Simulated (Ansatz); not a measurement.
The parent structure is Cu in the fcc (Cu type) structure (space group Fm-3m, No. 225; a = 3.564 Å; relaxed with 0.1 eV smearing). Axes: x, y, z lie along the cube axes.

The values are results of DFT with PBEsol, PAW potentials and a 420 eV plane-wave cutoff in Ansatz (a first-principles code), no SOC, not measurements.

Perturbation: tensor shear ε_xy = +1.71 % (engineering shear γ = 0.0342), atoms relaxed at fixed cell.

### Question
Predict the stress tensor and what it implies for the stiffness.

### Answer
Stress of the strained cell less that of the base (GPa, compression positive):
```
    0.4    -3.2     0.0
   -3.2     0.4     0.0
    0.0     0.0    -0.1
```

Then −Δσ/γ with γ = 2ε = 0.0342 gives secant stiffness values (nonlinear terms included at this strain): C66 ≈ 95 GPa.

Stability against distortions was not tested. All final runs are without spin polarisation.
